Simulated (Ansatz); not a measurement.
**WS2, point defects**

Start from a 12-atom supercell of WS$_{2}$ in the 2H-MoS2 type structure (space group P6_3/mmc, No. 194; a = 3.115 Å, c = 11.773 Å; layered, stacked along the Cartesian z axis) at its relaxed geometry.

One neutral defect a cell, atoms relaxed at fixed cell.

Calculations: Ansatz (an electronic-structure program) PBEsol-D3(BJ), spin-orbit coupling left out.

```json
[
 {"case": "perfect supercell", "pressure": "0.0 GPa", "largest displacement of a host atom from its site in the perfect cell": "–"},
 {"case": "W on a S site (antisite), symmetric start", "pressure": "-3.0 GPa", "largest displacement of a host atom from its site in the perfect cell": "0.50 Å"},
 {"case": "Re on a W site", "pressure": "-0.9 GPa", "largest displacement of a host atom from its site in the perfect cell": "[?]"},
 {"case": "Se on a S site", "pressure": "1.4 GPa", "largest displacement of a host atom from its site in the perfect cell": "[?]"},
 {"case": "W vacancy", "pressure": "1.1 GPa", "largest displacement of a host atom from its site in the perfect cell": "0.72 Å"},
 {"case": "Pb on a S site", "pressure": "3.9 GPa", "largest displacement of a host atom from its site in the perfect cell": "[?]"}
]
```

**Question.** What belongs in the blanks?

**Answer.** 
- Re on a W site, largest displacement of a host atom from its site in the perfect cell: 0.08 Å
- Se on a S site, largest displacement of a host atom from its site in the perfect cell: 0.07 Å
- Pb on a S site, largest displacement of a host atom from its site in the perfect cell: 0.36 Å

Other magnetic orders, which the real material may have, were not ruled out. The cell is small, so the values are those of an ordered compound at a high defect concentration; dilute-limit values will differ. The mesh was chosen for an insulator and is coarse for the gapless case. Defects with a symmetric start kept the site's symmetry and may sit on a saddle; the others started slightly shaken. Seeded moments were not kept for W on a S site (antisite), Re on a W site, Se on a S site and W vacancy and more.
